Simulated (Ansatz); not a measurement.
## Cost against accuracy: kpoints.mp_grid.grid for Ba2BiSb2 (Immm, 5 atoms in the cell)

```xyz
5
Lattice="-2.4013 3.8439 4.9500 2.4013 -3.8439 4.9500 2.4013 3.8439 -4.9500" Properties=species:S:1:pos:R:3 pbc="T T T"
Bi     0.0000     0.0000     0.0000
Ba     0.0000     3.8439     2.1801
Ba     2.4013     0.0000     2.7699
Sb     0.0000     1.5499     4.9500
Sb     2.4013     2.2940     0.0000
```

Method of the run: PBEsol, default PAW files made with PBE (plane waves; Ansatz, a program for electronic structure).

Base settings: kpoints.mp_grid.grid = 7 7 7; hamiltonian.xc = pbesol; hamiltonian.pseudopotentials = {kind: paw} (the program's default PAW files); scf.occupations.method = gaussian; scf.occupations.width = 0.0073 Ry.

Misses are taken against the tightest run, 16 16 16, which need not be fully converged itself. The energy is the free energy per atom.

The count of work is k-points × plane waves × bands × iterations; it is no time, and leaves out set-up, grids and terms that scale otherwise. Core times come from one kind of shared machine and are given to one figure; runs under 30 s give none.

The starting cell comes from a database of published, mostly measured structures (it also holds non-ambient and calculated ones), without a prior relaxation at this level. Ansatz's pressure includes its estimate of the finite-basis (Pulay) stress.

```tsv
kpoints.mp_grid.grid	energy less reference (meV/atom)	pressure less reference (GPa)	largest difference in the force on any atom (eV/Å)	count of work / reference	core time / reference (rough)
1 1 1	759.39	3.58	1.004	0.0021	–
2 2 2	6.67	0.01	0.168	0.0081	–
3 3 3	-20.07	-0.05	0.049	0.013	–
4 4 4	-0.78	0.02	0.011	0.029	–
5 5 5	2.71	0.01	0.035	0.043	–
6 6 6	0.36	-0.01	0.024	0.074	–
7 7 7	-0.48	-0.02	0.009	0.10	–
8 8 8	-0.65	0.00	0.007	0.15	–
9 9 9	-0.49	0.00	0.008	0.20	–
11 11 11	0.24	0.00	0.011	0.35	0.3
13 13 13	0.05	0.00	0.004	0.55	0.5
16 16 16	0.00	0.00	0.000	1.0	1
```

Coarsest setting among those run that, with all tighter ones, holds the energy within 5 meV/atom of the reference: 4 4 4, off by 0.78 meV/atom; it needs 0.029 of the reference's count of work.

Coarsest setting among those run that, with all tighter ones, holds the energy within 2 meV/atom of the reference: 6 6 6, off by 0.36 meV/atom; it needs 0.074 of the reference's count of work. The coarser 4 4 4 also lies inside, but a setting between leaves the range again, so that is luck.

The step from 3 3 3 to 4 4 4: it takes the miss in the energy from 20 to 0.78 meV/atom, for 2.2 times the count of work.

Left out of this page: 1 run of the series stopped by limits of time or memory.

Keys are those of Ansatz 0.2.
